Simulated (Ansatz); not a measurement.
## SrLi4P2: response to strain

Start from SrLi₄P₂ (space group R-3m, No. 166; a = 4.251 Å, c = 23.246 Å (hexagonal axes); a cell from a computed database, its experimental status unchecked). Axes: x lies along a and z along c of the hexagonal cell.

Strains are applied to the cell and any free atomic positions relax; under biaxial strain the out-of-plane vector relaxes too; under stress the whole cell relaxes.

Computed with PBEsol in Ansatz (plane waves to 420 eV, PAW, spin-orbit coupling left out).

Candidates:
(a) biaxial strain −1.72 %, plane normal [001], relaxed out of plane
(b) uniaxial strain ε_xx = −4.88 %
(c) uniaxial stress, 3 GPa compression along x
(d) isotropic strain +1.00 %

Base values:

| Property | Result |
|---|---|
| Band gap | 0.89 eV |

Q: Order them by band gap, highest first.

A: (d) isotropic strain +1.00 % (0.92 eV), (a) biaxial strain −1.72 %, plane normal [001], relaxed out of plane (0.78 eV), (c) uniaxial stress, 3 GPa compression along x (0.69 eV), (b) uniaxial strain ε_xx = −4.88 % (0.56 eV)

Beyond what the load breaks, stability against distortions was not tested.

Ansatz is a program for electronic structure.
